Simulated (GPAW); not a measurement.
GPAW run on AlFeF5 (Immm, 7 atoms in the cell): self-consistent single point.

Computed with PBEsol, GPAW PAW datasets PBEsol (made by gpaw-setup) (plane waves; GPAW).

The change in words: lattice scaled by 0.98. Reference geometry:
```
AlFeF5
1.0
   -1.77737     3.08604     3.72423
    1.77737    -3.08604     3.72423
    1.77737     3.08604    -3.72423
Al Fe F
1 1 5
Direct
  0.50000   0.50000   0.00000
  0.00000   0.00000   0.00000
  0.79410   0.50000   0.29410
  0.20590   0.50000   0.70590
  0.25957   0.25957   0.00000
  0.74043   0.74043   0.00000
  0.50000   0.00000   0.50000
```
Moments meant for the start (each program seeds them in its own way; μB, in the order of the atoms Al Fe F F F F F): 0.0 4.0 0.0 0.0 0.0 0.0 0.0.

Reference input (self-consistent single point, DFT PBEsol, plane waves, GPAW PAW datasets PBEsol (made by gpaw-setup)): spinpol = true; mode = pw; ecut = 950 eV; xc = PBEsol; kpts = 4 4 4; mesh shift (steps) = 0 0 0; occupations.name = fermi-dirac; occupations.width = 0.05 eV; nbands = -4; convergence.bands = -2; symmetry.symmorphic = false; symmetry.tolerance = 0.0005. This run's input differs from it in these lines:

```diff
@@ -5,12 +5,12 @@
 atoms = Atoms(['Al', 'Fe', 'F', 'F', 'F', 'F', 'F'],
-              cell=[[-1.777365, 3.086040, 3.724225],
-                    [1.777365, -3.086040, 3.724225],
-                    [1.777365, 3.086040, -3.724225]],
-              positions=[[0.000000, 0.000000, 3.724225],
+              cell=[[-1.741818, 3.024319, 3.649740],
+                    [1.741818, -3.024319, 3.649740],
+                    [1.741818, 3.024319, -3.649740]],
+              positions=[[0.000000, 0.000000, 3.649740],
                          [0.000000, 0.000000, 0.000000],
-                         [-0.000000, 1.815209, 3.724225],
-                         [1.777365, 1.270831, 0.000000],
-                         [-0.000000, -0.000000, 1.933394],
-                         [-0.000000, -0.000000, 5.515056],
-                         [0.000000, 3.086040, 0.000000]],
+                         [-0.000000, 1.778904, 3.649740],
+                         [1.741818, 1.245415, 0.000000],
+                         [0.000000, -0.000000, 1.894726],
+                         [-0.000000, -0.000000, 5.404754],
+                         [0.000000, 3.024319, 0.000000]],
               pbc=True)
```

Output (repeated stretches shortened):

```
     iter     time        total  log10-change:  magmom
                         energy   eigst   dens
iter:   1 --:--:--   -44.539630   +0.09           +4.0027
iter:   2 --:--:--   -44.287264   -1.02  -1.08    +4.0008
iter:   3 --:--:--   -43.018624   -0.51  -1.13    +4.0001
iter:   4 --:--:--   -42.795175   -0.61  -1.33    +4.0000
iter:   5 --:--:--   -43.273122   -0.59  -1.52    +4.0000
iter:   6 --:--:--   -42.844954   -0.86  -1.61    +4.0000
iter:   7 --:--:--   -42.863760   -1.13  -2.46    +4.0000
iter:   8 --:--:--   -42.801393   -1.33  -1.96    +4.0000
iter:   9 --:--:--   -42.793128   -2.73  -2.54    +4.0000
   [... lines left out ...]
iter:  17 --:--:--   -42.793279c  -5.57  -3.75    +4.0000
iter:  18 --:--:--   -42.793274c  -5.53  -3.78    +4.0000
iter:  19 --:--:--   -42.793272c  -5.22  -3.85    +4.0000
iter:  20 --:--:--   -42.793268c  -5.79  -3.90    +4.0000
iter:  21 --:--:--   -42.793276c  -5.75  -4.02c   +4.0000
iter:  22 --:--:--   -42.793281c  -6.30  -4.09c   +4.0000
iter:  23 --:--:--   -42.793286c  -6.24  -4.20c   +4.0000
iter:  24 --:--:--   -42.793285c  -6.51  -4.36c   +4.0000
iter:  25 --:--:--   -42.793282c  -6.87  -4.42c   +4.0000
iter:  26 --:--:--   -42.793282c  -6.88  -4.45c   +4.0000
iter:  27 --:--:--   -42.793282c  -7.45c -4.51c   +4.0000
Converged after 27 iterations.

Dipole moment: (-0.000000, -0.000000, 0.000000) |e|*Ang

Total magnetic moment: (0.000000, 0.000000, 4.000000)
Local magnetic moments:
   0 Al ( 0.000000,  0.000000,  0.011040)
   1 Fe ( 0.000000,  0.000000,  3.556666)
   2 F  ( 0.000000,  0.000000,  0.054817)
   3 F  ( 0.000000,  0.000000,  0.054817)
   4 F  ( 0.000000,  0.000000,  0.052653)
   5 F  ( 0.000000,  0.000000,  0.052653)
   6 F  ( 0.000000,  0.000000,  0.003055)

Energy contributions relative to reference atoms: (reference = -54707.343052)

Kinetic:        +77.721715
Potential:      -68.313250
External:        +0.000000
XC:             -52.205586
Entropy (-ST):   -0.003978
Local:           +0.005828
SIC:             +0.000000
--------------------------
Free energy:    -42.795271
Extrapolated:   -42.793282

   [... lines left out ...]
Fermi level: 5.34494
Gap: 0.386 eV
Direct gap: 0.470 eV
   [... lines left out ...]
  1 Fe    0.00000    0.00000    0.00000
  2 F     0.00000    0.63485    0.00000
  3 F     0.00000   -0.63485    0.00000
  4 F     0.00000    0.00000   -0.46441
  5 F     0.00000    0.00000    0.46441
  6 F     0.00000    0.00000    0.00000

Stress tensor:
    -0.064803    -0.000000    -0.000000
    -0.000000    -0.053578     0.000000
    -0.000000     0.000000    -0.074056
Stress (GPa, Voigt): [-10.3826  -8.5841 -11.8651   0.      -0.      -0.    ]
```

The run converged in 27 iterations. GPAW prints stress with tension positive. Against the reference run the free energy rises by 31.0 meV/atom, the largest force goes from 0.288 to 0.635 eV/Å, the gap on the mesh goes from 0.375 to 0.386 eV and the size of the net moment stays at 0.57 μB/atom.

At such cutoffs GPAW's stress carries a finite-basis (Pulay) error, which enters relaxed cells too; its log prints stress with tension positive.

The starting cell comes from a database of computed structures (which also holds hypothetical and non-ambient phases and stackings), without a prior relaxation at this level. For this run, on top of that: lattice scaled by 0.98. With one magnetic atom in the cell only a parallel order is possible.

Cost on one core of a shared machine: roughly 5 min.
